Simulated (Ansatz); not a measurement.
## LaSi₂ (space group I4_1/amd, No. 141)

```cif
data_La2Si4
_chemical_formula_sum 'La2 Si4'
_space_group_name_H-M_alt 'P 1'
_space_group_IT_number 1
_cell_length_a 7.57223
_cell_length_b 7.57223
_cell_length_c 7.57223
_cell_angle_alpha 147.349
_cell_angle_beta 147.349
_cell_angle_gamma 46.847
loop_
_space_group_symop_operation_xyz
  'x, y, z'
loop_
_atom_site_label
_atom_site_type_symbol
_atom_site_fract_x
_atom_site_fract_y
_atom_site_fract_z
_atom_site_occupancy
La1 La 0.50000 0.50000 0.00000 1
La2 La 0.25000 0.75000 0.50000 1
Si1 Si 0.83458 0.33458 0.50000 1
Si2 Si 0.08458 0.08458 0.00000 1
Si3 Si 0.91542 0.91542 0.00000 1
Si4 Si 0.66542 0.16542 0.50000 1
```

All numbers come from PBEsol, PAW, 420 eV (Ansatz, a first-principles code; no spin-orbit coupling). Γ-centred 15×15×15 mesh, Fermi–Dirac width 0.05 eV.

- Volume per atom: 20.99 Å³
- Density: 5.15 g/cm³
- Band gap: zero
- Total energy: -2468.813 eV/atom (σ→0; compares only within this code and set-up)

Stability against distortions was not tested. All final runs are without spin polarisation.
